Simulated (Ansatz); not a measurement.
Take ZnS (space group P4_2/mnm, No. 136; a = 6.5179 Å, c = 3.8080 Å; a hypothetical phase, not in the database extracts checked) as the base.

The same geometry is solved again with r2SCAN.

Levels (all Ansatz, an electronic-structure program, PAW): r2SCAN (500 eV, scalar-relativistic without spin-orbit coupling); PBEsol (420 eV, no spin-orbit coupling).

Base, band edges from the VBM (valence, conduction): A -1.22, 3.14; M -0.95, 3.87; R -0.95, 3.81; X -0.47, 3.60; Z -1.52, 4.38; Γ 0.00, 2.24 eV.

Problem. Give the band edges at the high-symmetry points of the new zone, measured from its valence-band maximum.

Solution. 
```csv
point,valence edge (eV),conduction edge (eV)
Γ,0.00,2.94
X,-0.48,4.21
M,-0.96,4.49
Z,-1.55,4.85
R,-0.97,4.31
A,-1.24,3.69
```

The gap is 2.94 eV, direct at Γ.

Single points use the geometry relaxed with PBEsol. Whether these cells are dynamically stable was not tested.
